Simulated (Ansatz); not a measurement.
Base system: SiC in the wurtzite structure (space group P6_3mc, No. 186; a = 3.075 Å, c = 5.049 Å).

Level of theory: Ansatz (a first-principles code) r2SCAN, spin-orbit coupling left out, earlier PAW set.

Base values:

The band gap is 2.65 eV.

Modification: an isotropic linear strain of +4.79 %, atoms relaxed at fixed cell.

### Question
What does the calculation give for the energy relative to the base and band gap after the change?

### Answer
The energy goes up by 132 meV/atom; the band gap rises by 0.20 eV (2.65 eV → 2.85 eV).

Whether these cells are dynamically stable was not tested.
